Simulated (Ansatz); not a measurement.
Density of states of Cu2O (Pn-3m) above the conduction band minimum, PBEsol with spin-orbit coupling, rigid bands (Ansatz, a quantum-chemistry and plane-wave program); cell volume 75.3 Å³.

```json
[
 {"energy from edge (eV)": "0.006", "10⁻³ states/eV/cell": "38.0"},
 {"energy from edge (eV)": "0.031", "10⁻³ states/eV/cell": "85.9"},
 {"energy from edge (eV)": "0.056", "10⁻³ states/eV/cell": "115"},
 {"energy from edge (eV)": "0.081", "10⁻³ states/eV/cell": "140"},
 {"energy from edge (eV)": "0.106", "10⁻³ states/eV/cell": "160"},
 {"energy from edge (eV)": "0.131", "10⁻³ states/eV/cell": "178"},
 {"energy from edge (eV)": "0.156", "10⁻³ states/eV/cell": "197"},
 {"energy from edge (eV)": "0.181", "10⁻³ states/eV/cell": "212"},
 {"energy from edge (eV)": "0.206", "10⁻³ states/eV/cell": "229"},
 {"energy from edge (eV)": "0.231", "10⁻³ states/eV/cell": "242"},
 {"energy from edge (eV)": "0.256", "10⁻³ states/eV/cell": "259"},
 {"energy from edge (eV)": "0.281", "10⁻³ states/eV/cell": "273"},
 {"energy from edge (eV)": "0.319", "10⁻³ states/eV/cell": "295"},
 {"energy from edge (eV)": "0.344", "10⁻³ states/eV/cell": "309"},
 {"energy from edge (eV)": "0.369", "10⁻³ states/eV/cell": "325"},
 {"energy from edge (eV)": "0.394", "10⁻³ states/eV/cell": "336"},
 {"energy from edge (eV)": "0.419", "10⁻³ states/eV/cell": "350"},
 {"energy from edge (eV)": "0.444", "10⁻³ states/eV/cell": "363"},
 {"energy from edge (eV)": "0.469", "10⁻³ states/eV/cell": "376"},
 {"energy from edge (eV)": "0.494", "10⁻³ states/eV/cell": "402"},
 {"energy from edge (eV)": "0.519", "10⁻³ states/eV/cell": "428"},
 {"energy from edge (eV)": "0.544", "10⁻³ states/eV/cell": "451"},
 {"energy from edge (eV)": "0.569", "10⁻³ states/eV/cell": "470"},
 {"energy from edge (eV)": "0.594", "10⁻³ states/eV/cell": "490"}
]
```

Task: What effective density of states at 300 K does this give (∫ g(E) exp(−E/k_BT) dE, both spins, divided by the cell's size)?

Result: 2.4e19 cm⁻³, a density-of-states mass of 0.98 mₑ, valleys and band degeneracy included.

Geometry: cell and atoms relaxed with PBEsol.
